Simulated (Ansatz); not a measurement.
The starting structures come from a database of crystals and need not be the phases stable at ambient conditions.

 Where the default PAW files enter, the runs use the earlier of Ansatz's two default sets.

Inside the gap of an insulator the Bloch states are evanescent, with a wavenumber k + iκ along the transport direction.

Here is the system:

```
GaAs
1.0
    4.07346     0.00000     0.00000
   -2.03673     3.52772     0.00000
    0.00000     0.00000     6.71783
Ga As
2 2
Cartesian
  0.00000   2.35181   6.71770
  2.03673   1.17591   3.35878
  0.00000   2.35181   2.51260
  2.03673   1.17591   5.87152
```

Space group of this cell: P6_3mc, wurtzite. The cell is strained (all lengths scaled by 1.02); by r2SCAN its mean pressure is -3.7 GPa.

Transport runs along the normal of the first two printed cell vectors, the (001) plane of the conventional cell.

The gap is the functional's own. No spin-orbit coupling. Mid-gap values are interpolated on the energy grid.

State the band gap and the smallest decay constant κ at mid-gap according to Ansatz (a quantum-chemistry and plane-wave program) with r2SCAN.

Gap 0.50 eV on a 12×12×6 mesh; κ = 0.035 1/Å, at the zone centre.
